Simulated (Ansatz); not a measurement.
How far PBE and r2SCAN part for ZnS, biaxial strain +0.59 %, plane normal [001], relaxed out of plane

The reference is ZnS in the wurtzite structure (space group P6_3mc, No. 186; a = 3.845 Å, c = 6.306 Å). Axes: x lies along a and z along c of the hexagonal cell.

(Cell as relaxed with PBE.)

Levels (all Ansatz, a program for electronic structure, PAW, earlier PAW set): PBE (420 eV, without spin-orbit coupling); r2SCAN (500 eV, no SOC).

Each level relaxes its own structure.

```
base                      PBE    r2SCAN
-------------------  --------  --------
volume per atom      20.19 Å³  19.60 Å³
lattice parameter a   3.845 Å   3.807 Å
band gap              2.07 eV   2.77 eV
```

Modification: tensile biaxial strain of 0.59 % in the plane normal to [001], as in epitaxy on a mismatched substrate; the out-of-plane cell vector and the atoms relax.

```csv
quantity,PBE,r2SCAN
band gap,2.06 eV,2.76 eV
"pressure (mean of the normal stresses, compression positive)",-0.56 GPa,-0.62 GPa
"valence-band top at Γ (three highest levels, from the VBM)","0.00, 0.00, -0.03 eV","0.00, 0.00, -0.04 eV"
shift of the gap caused by the change,-0.01 eV,-0.01 eV
```

PBE's band gap lies 0.70 eV below r2SCAN's; PBE's pressure lies 0.06 GPa above r2SCAN's; the two agree on the shift of the gap caused by the change. Neither level is exact; r2SCAN is the comparison here, not a measurement.

Whether these cells are dynamically stable was not tested.
